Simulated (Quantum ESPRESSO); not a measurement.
A self-consistent single point of SnSeS (P3m1, 3 atoms in the cell) with Quantum ESPRESSO.

Method: LDA (PZ), GBRV 1.5 ultrasoft (LDA) pseudopotentials (plane waves; Quantum ESPRESSO).

The change in words: lattice scaled by 0.98. Reference geometry:
```
CELL_PARAMETERS angstrom
      3.82713     0.00000     0.00000
     -1.91357     3.31439     0.00000
      0.00000     0.00000     6.47731
ATOMIC_POSITIONS crystal
  Sn 0.33333 0.66667 0.00765
  Se 0.00000 0.00000 0.75771
  S  0.66667 0.33333 0.23464
```

Reference input (self-consistent single point, DFT, LDA (PZ), plane waves, GBRV 1.5 ultrasoft (LDA) pseudopotentials): ecutwfc = 40 Ry; ecutrho = 200 Ry; occupations = fixed; potentials = {Sn: sn_lda_v1.4.uspp.F.UPF, Se: se_lda_v1.uspp.F.UPF, S: s_lda_v1.4.uspp.F.UPF}; K_POINTS = automatic 8 8 4 0 0 0; nbnd = 21; conv_thr = 1e-09 Ry; mixing_beta = 0.7. This run's input differs from it in these lines:

```diff
@@ -10,4 +10,4 @@
    ibrav = 4
-   celldm(1) = 7.232230738
-   celldm(3) = 1.69247115683
+   celldm(1) = 7.087585631
+   celldm(3) = 1.69247132786
    nat = 3
@@ -28,5 +28,5 @@
 ATOMIC_POSITIONS {alat}
-Sn    0.000000000    0.577350269    0.012947404
-Se    0.000000000    0.000000000    1.282402320
-S     0.500000000    0.288675135    0.397121432
+Sn    0.000000000    0.577350269    0.012947406
+Se    0.000000000    0.000000000    1.282402450
+S     0.500000000    0.288675135    0.397121472
 K_POINTS {automatic}
```

Log, with long lists cut:

```
     Self-consistent Calculation

     iteration #  1     ecut=    40.00 Ry     beta= 0.70

     total energy              =    -226.03501116 Ry
     estimated scf accuracy    <       0.50254580 Ry

     iteration #  2     ecut=    40.00 Ry     beta= 0.70

     total energy              =    -226.15342897 Ry
     estimated scf accuracy    <       0.32917594 Ry

     iteration #  3     ecut=    40.00 Ry     beta= 0.70

     total energy              =    -226.23495827 Ry
     estimated scf accuracy    <       0.04022662 Ry

   [... 5 blocks of this kind left out ...]

     iteration #  9     ecut=    40.00 Ry     beta= 0.70

     total energy              =    -226.24436933 Ry
     estimated scf accuracy    <          4.7E-09 Ry

     iteration # 10     ecut=    40.00 Ry     beta= 0.70
     End of self-consistent calculation

     highest occupied, lowest unoccupied level (ev):     5.5465    6.3991

!    total energy              =    -226.24436933 Ry
     estimated scf accuracy    <          4.5E-10 Ry

     convergence has been achieved in  10 iterations

     Forces acting on atoms (cartesian axes, Ry/au):

     atom    1 type  1   force =     0.00000000    0.00000000   -0.00072632
     atom    2 type  2   force =     0.00000000   -0.00000000   -0.00025011
     atom    3 type  3   force =     0.00000000    0.00000000    0.00097643

     Total force =     0.001242     Total SCF correction =     0.000049

          total   stress  (Ry/bohr**3)                   (kbar)     P=      -18.19
  -0.00013945  -0.00000000   0.00000000          -20.51       -0.00        0.00
  -0.00000000  -0.00013945   0.00000000           -0.00      -20.51        0.00
   0.00000000   0.00000000  -0.00009197            0.00        0.00      -13.53

   JOB DONE.
```

The run converged in 10 iterations. Against the reference run the free energy falls by 35.6 meV/atom, the pressure goes from -5.17 to -1.82 GPa, the largest force goes from 0.523 to 0.025 eV/Å and the gap on the mesh goes from 0.748 to 0.853 eV. The full log also holds: “c_bands:  3 eigenvalues not converged”. The full log also holds: “c_bands:  2 eigenvalues not converged”.

The starting cell comes from a database of computed structures (which also holds hypothetical and non-ambient phases and stackings), without a prior relaxation at this level. Its lattice was rescaled by a random factor within 2.5 % of one. For this run, on top of that: lattice scaled by 0.98.

Cost on one core of a shared machine: roughly 40 s.
